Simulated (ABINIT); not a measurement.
A self-consistent single point of LaH3 (Fm-3m, 4 atoms in the cell) with ABINIT.

Method: LDA (PW92), PAW (JTH v2.0 LDA PAW) (plane waves; ABINIT 10.0.3).

The change in words: lattice scaled by 0.98. Reference geometry:
```xyz
4
Lattice="0.0000 2.8442 2.8442 2.8442 0.0000 2.8442 2.8442 2.8442 0.0000" Properties=species:S:1:pos:R:3 pbc="T T T"
La     0.0000     0.0000     0.0000
H      2.8442     2.8442     2.8442
H      4.2662     4.2662     4.2662
H      1.4221     1.4221     1.4221
```

Reference input (self-consistent single point, DFT, LDA (PW92), plane waves, PAW (JTH v2.0 LDA PAW)): pseudos = [La.LDA_PW-JTH.xml, H.LDA_PW-JTH.xml]; ecut = 30 Ha; pawecutdg = 60 Ha; pawxcdev = 0; occopt = 7; tsmear = 0.00999582 Ha; ngkpt = 10 10 10; nshiftk = 1; shiftk = 0 0 0; potentials = JTH v2.0 LDA PAW; nband = 12; kptopt = 1. This run's input differs from it in these lines:

```diff
@@ -3,6 +3,6 @@
 pseudos "La.LDA_PW-JTH.xml, H.LDA_PW-JTH.xml"
-acell 4.0222496456 4.0222496456 4.0222496456 Angstrom
+acell 3.9418049355 3.9418049355 3.9418049355 Angstrom
 rprim
          0.0000000000    0.7071067812    0.7071067812
-         0.7071067812   -0.0000000000    0.7071067812
+         0.7071067812    0.0000000000    0.7071067812
          0.7071067812    0.7071067812   -0.0000000000
```

Output, abridged:

```
--- !BeginCycle
solver: {iscf: 17, nstep: 50, nline: 4, wfoptalg: 10, }
tolerances: {tolvrs: 1.00E-11, }
...

     iter   Etot(hartree)      deltaE(h)  residm     nres2
 ETOT  1  -33.678225833139    -3.368E+01 6.903E-01 1.125E+01
 ETOT  2  -34.001848046097    -3.236E-01 1.498E-02 2.575E+00
 ETOT  3  -33.999274582831     2.573E-03 5.797E-03 1.961E-01
 ETOT  4  -33.999143622851     1.310E-04 2.611E-03 4.493E-02
 ETOT  5  -33.999090575412     5.305E-05 1.838E-03 8.850E-04
   [... 4 lines left out ...]
 ETOT 10  -33.999092058626     1.545E-10 4.861E-05 4.355E-09
 ETOT 11  -33.999092058623     3.055E-12 8.176E-05 3.295E-11
 ETOT 12  -33.999092058624    -3.837E-13 4.364E-05 2.146E-11
 ETOT 13  -33.999092058624    -1.421E-14 6.730E-05 1.919E-12
 At SCF step   13       nres2   =  1.92E-12 < tolvrs=  1.00E-11 =>converged.

 Cartesian components of stress tensor (hartree/bohr^3)
  sigma(1 1)=  1.52216202E-04  sigma(3 2)=  0.00000000E+00
  sigma(2 2)=  1.52216202E-04  sigma(3 1)=  0.00000000E+00
  sigma(3 3)=  1.52216202E-04  sigma(2 1)=  0.00000000E+00

 ----iterations are completed or convergence reached----

 reduced coordinates (array xred) for    4 atoms
       0.000000000000      0.000000000000      0.000000000000
       0.500000000000      0.500000000000      0.500000000000
       0.750000000000      0.750000000000      0.750000000000
       0.250000000000      0.250000000000      0.250000000000
 cartesian forces (eV/Angstrom) at end:
    1     -0.00000000000000    -0.00000000000000    -0.00000000000000
   [... lines left out ...]
 Fermi (or HOMO) energy (hartree) =   0.16160   Average Vxc (hartree)=  -0.39054
 Fermi (or HOMO) energy (eV) =   4.39734   Average Vxc (eV)= -10.62726
   [... lines left out ...]
'-kT*entropy'       : -2.47159116363257E-04
total_energy        : -3.39990921019302E+01
total_energy_eV     : -9.25162346077117E+02
...

-Cartesian components of stress tensor (GPa)         [Pressure= -4.4784E+00 GPa]
- sigma(1 1)=  4.47835452E+00  sigma(3 2)=  0.00000000E+00
- sigma(2 2)=  4.47835452E+00  sigma(3 1)=  0.00000000E+00
- sigma(3 3)=  4.47835452E+00  sigma(2 1)=  0.00000000E+00

 Calculation completed.
```

The run converged in 13 iterations. Against the reference run the free energy goes down by 27.5 meV/atom and the pressure goes from -8.33 to -4.48 GPa.

The starting cell comes from a database of computed structures (which also holds hypothetical and non-ambient phases and stackings), without a prior relaxation at this level. Its lattice was rescaled by a random factor within 2.5 % of one. For this run, on top of that: lattice scaled by 0.98. With a pressure of about -4 GPa the cell is away from its equilibrium volume at this level.

Cost on one core of a shared machine: roughly 2 min.
